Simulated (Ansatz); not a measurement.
**Ga2O3: pressure series**

Take Ga$_{2}$O$_{3}$ in the corundum structure (space group R-3c, No. 167; a = 5.0003 Å, c = 13.4488 Å (hexagonal axes)) as the base.

Cell and atoms are relaxed at each pressure.

The values are results of PBEsol (Ansatz, a quantum-chemistry and plane-wave program), scalar-relativistic without spin-orbit coupling, not measurements.

```csv
variant,band gap,electron mass,volume per atom,smallest direct gap
base,2.70 eV,0.22 mₑ (at Γ),9.71 Å³,2.95 eV
pressure −2 GPa,2.60 eV,0.22 mₑ (at Γ),9.80 Å³,2.85 eV
pressure −1 GPa,2.65 eV,0.22 mₑ (at Γ),9.75 Å³,2.90 eV
pressure 0.9 GPa,2.74 eV,0.23 mₑ (at Γ),9.67 Å³,3.00 eV
pressure 2.1 GPa,2.80 eV,0.23 mₑ (at Γ),9.62 Å³,3.06 eV
pressure 4.5 GPa,2.91 eV,0.23 mₑ (at Γ),9.52 Å³,3.17 eV
pressure 9 GPa,3.10 eV,0.24 mₑ (at Γ),9.35 Å³,3.38 eV
pressure 15 GPa,3.34 eV,0.25 mₑ (at Γ),9.14 Å³,?
pressure 22.5 GPa,3.61 eV,–,?,3.92 eV
```

Complete the table.


- pressure 15 GPa, smallest direct gap: 3.63 eV
- pressure 22.5 GPa, volume per atom: 8.91 Å³

Load acts through the strain it causes; cell and atoms are relaxed under it. Effective masses come from finite differences of ±0.01 Å⁻¹. Stability against distortions was not tested. No other phases were tried under pressure.
